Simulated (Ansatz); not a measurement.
Consider interstitial H in amorphous Hf10Si10O40 (a melt-quenched model of 60 atoms), charge state +1. Calculation: PBE, PAW (plane waves to 420 eV; Ansatz, a quantum-chemistry and plane-wave program).

60-site cell at the glass model's own volume, the Γ point alone, smearing 0.01 eV, spin-restricted, no finite-size correction. Energies are static. Spin-orbit coupling is left out. This is one neighbourhood of one small, fast-quenched model, and the added charge may sit on a native defect of the glass. The charge state is imposed; whether it is stable for some Fermi level was not computed. Sites that were not tried may lie lower. The start lies 0.14 eV above the lowest site run (PBE).

Barriers: single points on a 2×2×2 k-point mesh shifted by half a step at the bands' geometries.

Relaxed starting cell (atoms counted from 1):

```yaml
crystal:
  lattice:
    - [9.41972, 0.00000, 0.00000]
    - [0.00000, 9.41972, 0.00000]
    - [0.00000, 0.00000, 9.41972]
  atoms:
    - { symbol: Hf, position: [0.15869, 0.84296, 0.35512] }
    - { symbol: Hf, position: [0.73541, 0.16795, 0.92176] }
    - { symbol: Hf, position: [0.87063, 0.51388, 0.08322] }
    - { symbol: Hf, position: [0.69904, 0.58414, 0.69135] }
    - { symbol: Hf, position: [0.01829, 0.40271, 0.77103] }
    - { symbol: Hf, position: [0.84513, 0.91765, 0.13523] }
    - { symbol: Hf, position: [0.56478, 0.82327, 0.38967] }
    - { symbol: Hf, position: [0.35857, 0.43340, 0.57994] }
    - { symbol: Hf, position: [0.35857, 0.79866, 0.73651] }
    - { symbol: Hf, position: [0.04884, 0.02173, 0.78370] }
    - { symbol: Si, position: [0.14455, 0.40770, 0.28187] }
    - { symbol: Si, position: [0.33761, 0.06068, 0.56239] }
    - { symbol: Si, position: [0.13460, 0.11646, 0.13243] }
    - { symbol: Si, position: [0.70176, 0.25136, 0.26420] }
    - { symbol: Si, position: [0.47025, 0.09593, 0.15297] }
    - { symbol: Si, position: [0.03341, 0.68214, 0.89411] }
    - { symbol: Si, position: [0.58288, 0.70793, 0.99590] }
    - { symbol: Si, position: [0.72280, 0.29474, 0.58647] }
    - { symbol: Si, position: [0.37080, 0.60207, 0.20561] }
    - { symbol: Si, position: [0.85965, 0.84461, 0.49394] }
    - { symbol: O, position: [0.70320, 0.18054, 0.71285] }
    - { symbol: O, position: [0.85746, 0.34988, 0.93443] }
    - { symbol: O, position: [0.75392, 0.23443, 0.42903] }
    - { symbol: O, position: [0.06803, 0.52154, 0.95658] }
    - { symbol: O, position: [0.29000, 0.45037, 0.19484] }
    - { symbol: O, position: [0.47545, 0.63318, 0.34517] }
    - { symbol: O, position: [0.26110, 0.00584, 0.71258] }
    - { symbol: O, position: [0.15929, 0.79076, 0.84602] }
    - { symbol: O, position: [0.59202, 0.41268, 0.59439] }
    - { symbol: O, position: [0.68421, 0.76635, 0.12752] }
    - { symbol: O, position: [0.68955, 0.60042, 0.90606] }
    - { symbol: O, position: [0.93532, 0.92973, 0.61959] }
    - { symbol: O, position: [0.30235, 0.09070, 0.13288] }
    - { symbol: O, position: [0.50509, 0.82069, 0.88943] }
    - { symbol: O, position: [0.94051, 0.73803, 0.03272] }
    - { symbol: O, position: [0.25568, 0.73144, 0.21291] }
    - { symbol: O, position: [0.54653, 0.11886, 0.99853] }
    - { symbol: O, position: [0.19575, 0.42981, 0.44535] }
    - { symbol: O, position: [0.38990, 0.22129, 0.57423] }
    - { symbol: O, position: [0.22567, 0.73791, 0.54896] }
    - { symbol: O, position: [0.05000, 0.97246, 0.20114] }
    - { symbol: O, position: [0.78165, 0.13181, 0.15848] }
    - { symbol: O, position: [0.72890, 0.40736, 0.19749] }
    - { symbol: O, position: [0.09597, 0.24719, 0.23624] }
    - { symbol: O, position: [0.22266, 0.44885, 0.73118] }
    - { symbol: O, position: [0.45968, 0.92304, 0.55954] }
    - { symbol: O, position: [0.08857, 0.12567, 0.96867] }
    - { symbol: O, position: [0.53021, 0.22034, 0.25964] }
    - { symbol: O, position: [0.84202, 0.41964, 0.63067] }
    - { symbol: O, position: [0.97354, 0.75592, 0.39935] }
    - { symbol: O, position: [0.00620, 0.50213, 0.23994] }
    - { symbol: O, position: [0.50015, 0.94732, 0.24082] }
    - { symbol: O, position: [0.72335, 0.74314, 0.54802] }
    - { symbol: O, position: [0.47371, 0.62806, 0.67129] }
    - { symbol: O, position: [0.23604, 0.02402, 0.42953] }
    - { symbol: O, position: [0.93528, 0.63187, 0.75554] }
    - { symbol: O, position: [0.84775, 0.98815, 0.92542] }
    - { symbol: O, position: [0.76634, 0.92054, 0.36242] }
    - { symbol: O, position: [0.02051, 0.20447, 0.70225] }
    - { symbol: O, position: [0.46068, 0.60651, 0.05970] }
    - { symbol: H, position: [0.14384, 0.68012, 0.57552] }
```
Cell charge +1.

End state 1 differs by these moves (Å; atoms that move under 0.15 Å are left out):

```json
[
 {"atom": "1", "element": "Hf", "Δx": "0.01", "Δy": "-0.03", "Δz": "0.35"},
 {"atom": "3", "element": "Hf", "Δx": "-0.17", "Δy": "-0.01", "Δz": "-0.19"},
 {"atom": "19", "element": "Si", "Δx": "-0.03", "Δy": "0.17", "Δz": "0.02"},
 {"atom": "25", "element": "O", "Δx": "-0.01", "Δy": "0.15", "Δz": "-0.06"},
 {"atom": "31", "element": "O", "Δx": "-0.05", "Δy": "-0.11", "Δz": "0.13"},
 {"atom": "32", "element": "O", "Δx": "0.19", "Δy": "-0.10", "Δz": "-0.15"},
 {"atom": "33", "element": "O", "Δx": "0.00", "Δy": "0.16", "Δz": "0.13"},
 {"atom": "34", "element": "O", "Δx": "0.23", "Δy": "0.03", "Δz": "-0.21"},
 {"atom": "36", "element": "O", "Δx": "-0.07", "Δy": "0.11", "Δz": "0.19"},
 {"atom": "40", "element": "O", "Δx": "0.28", "Δy": "0.02", "Δz": "0.01"},
 {"atom": "41", "element": "O", "Δx": "-0.02", "Δy": "0.04", "Δz": "0.18"},
 {"atom": "44", "element": "O", "Δx": "-0.09", "Δy": "0.14", "Δz": "-0.19"},
 {"atom": "46", "element": "O", "Δx": "0.10", "Δy": "0.13", "Δz": "0.04"},
 {"atom": "47", "element": "O", "Δx": "0.03", "Δy": "-0.24", "Δz": "0.07"},
 {"atom": "50", "element": "O", "Δx": "-0.02", "Δy": "-0.22", "Δz": "0.02"},
 {"atom": "54", "element": "O", "Δx": "0.01", "Δy": "-0.11", "Δz": "0.10"},
 {"atom": "60", "element": "O", "Δx": "-0.16", "Δy": "0.33", "Δz": "-0.04"},
 {"atom": "61", "element": "H", "Δx": "-1.47", "Δy": "-0.81", "Δz": "-2.44"}
]
```

Q: Predict the forward and backward barriers to end state 1 from PBE, PAW.

A: forward 0.94 eV, backward 1.08 eV; at the saddle point atom 61 has neighbours Hf at 2.16; O at 1.14, O at 1.37 Å. The saddle point's order was not checked.
